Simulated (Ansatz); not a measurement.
## Habitual settings against a tight run: MgZn3S4 (Pm, 8 atoms in the cell)

Self-consistent single point.

```
CELL_PARAMETERS angstrom
      6.39750     0.00000     0.00000
      0.00000     3.90651     0.00000
     -0.00534     0.00000     6.78358
ATOMIC_POSITIONS crystal
  Mg 0.50037 0.00000 0.66654
  Zn 0.49958 0.50000 0.16671
  Zn 0.99927 0.50000 0.83652
  Zn 0.99869 0.00000 0.32980
  S  0.11304 0.00000 0.66542
  S  0.12706 0.50000 0.16743
  S  0.63032 0.50000 0.84347
  S  0.62768 0.00000 0.32411
```

Computed with PBEsol, PAW files made with PBE (plane waves; Ansatz, a quantum-chemistry and plane-wave program).

Base settings: basis.ecutwfc = 420 eV; kpoints.mp_grid.grid = 4 7 4; kpoints.mp_grid.shift = 0.5 0.5 0.5; hamiltonian.xc = pbesol; hamiltonian.pseudopotentials = {kind: paw} (the program's default PAW files); scf.occupations.method = fermi_dirac; scf.occupations.width = 0.05 eV.

Tight run (finer mesh or higher cutoff; not a proven limit): basis.ecutwfc: 420 eV → 590 eV; kpoints.mp_grid.grid: 4 7 4 → 6 10 6; scf.convergence.dr2_threshold: default (1e-07 eV) → 1e-09 eV. It gave top of the valence band (on the code's own zero) 4.54 eV; gap on the k-point mesh 2.46 eV; pressure -3.62 GPa; largest force (vector length) 0.122 eV/Å.

Quick runs, as changes from the base:
- A: the base itself
- B: basis.ecutwfc: 420 eV → 335 eV; kpoints.mp_grid.grid: 4 7 4 → 6 6 6; scf.occupations.method: fermi_dirac → cold; scf.occupations.width: 0.05 eV → 0.136 eV; scf.convergence.dr2_threshold: default (1e-07 eV) → 0.001 eV
- C: basis.ecutwfc: 420 eV → 335 eV; kpoints.mp_grid.grid: 4 7 4 → 2 2 2; scf.convergence.dr2_threshold: default (1e-07 eV) → 0.001 eV
- D: basis.ecutwfc: 420 eV → 210 eV; kpoints.mp_grid.grid: 4 7 4 → 2 2 2; hamiltonian.xc: pbesol → lda; scf.convergence.dr2_threshold: default (1e-07 eV) → 0.001 eV [LDA (PW92)]
- E: kpoints.mp_grid.grid: 4 7 4 → 3 3 3; hamiltonian.xc: pbesol → hse06 [HSE06]

Dashes: energy of D, E, another energy zero; count of E, another kind of functional, whose work the count does not hold.

Gaps are read on each run's own mesh, which may miss the band edges.

† marks runs with another functional, U, potentials or spin treatment: their distance from the tight run is not a convergence error alone.

The count of work is k-points × plane waves × bands × iterations; it is no time. 

Pressures in the table are Ansatz's without its Pulay estimate, at a fixed set of plane waves; the tight run's value above holds the estimate.

The starting cell comes from a database of computed structures (which also holds hypothetical and non-ambient phases and stackings), without a prior relaxation at this level. Its lattice was rescaled by a random factor within 2.5 % of one. In the base run, with a pressure of about -4 GPa the cell is away from its equilibrium volume at this level. The shifted mesh does not hold Γ, so a gap read on it misses any band edge there.

```csv
run,energy less tight (meV/atom),pressure less tight (GPa),largest miss in a force vector (eV/Å),gap on the mesh less tight (eV),count of work / tight
A,1.6,-0.04,0.001,0.354,0.16
B,8.5,-0.60,0.005,0.193,0.12
C,-65.1,-1.19,0.120,1.721,0.0044
D†,–,-86.11,0.126,1.829,0.0018
E†,–,1.59,0.213,2.488,–
```

Among the runs at the tight run's level, the energy misses run from 1.6 to 65.1 meV/atom.

Left out of this page: 2 runs of the series outside the window shown, repeating another row's setting, or not comparable.

Keys are those of Ansatz 0.2.
